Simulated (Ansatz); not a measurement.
Consider SiS2 (space group Ibam, No. 72; made of chains).

```cif
data_S8Si4
_chemical_formula_sum 'S8 Si4'
_space_group_name_H-M_alt 'Ibam'
_space_group_IT_number 72
_space_group_name_Hall '-I 2 2c'
_cell_length_a 6.36592
_cell_length_b 11.11331
_cell_length_c 5.59251
_cell_angle_alpha 90.000
_cell_angle_beta 90.000
_cell_angle_gamma 90.000
loop_
_atom_site_label
_atom_site_type_symbol
_atom_site_symmetry_multiplicity
_atom_site_Wyckoff_symbol
_atom_site_fract_x
_atom_site_fract_y
_atom_site_fract_z
_atom_site_occupancy
S1 S 8 j 0.18152 0.10372 0.00000 1
Si1 Si 4 a 0.00000 0.00000 0.25000 1
```
(The calculation used a cell of 6 atoms; values per cell refer to that cell.)

Method: Kohn–Sham DFT with the PBE functional, run in Ansatz (a first-principles code) with PAW and 420 eV plane waves, no spin-orbit coupling.

Before the change:

```
Item                   Result
-------------------  --------
Smallest direct gap   3.42 eV
Pressure             0.00 GPa
```

Now apply this change: every lattice vector is shortened by 5.00 %; the atoms relax in the strained cell.

**Question.** How does this affect the smallest direct gap and pressure?

**Answer.** The smallest direct gap drops by 0.206 eV to 3.22 eV; the pressure (mean of the normal stresses, compression positive) goes from zero to 2.01 GPa.

Stability against distortions was not tested. No dispersion term is included, though the crystal is made of layers, chains or molecules, so its spacings can come out too wide.
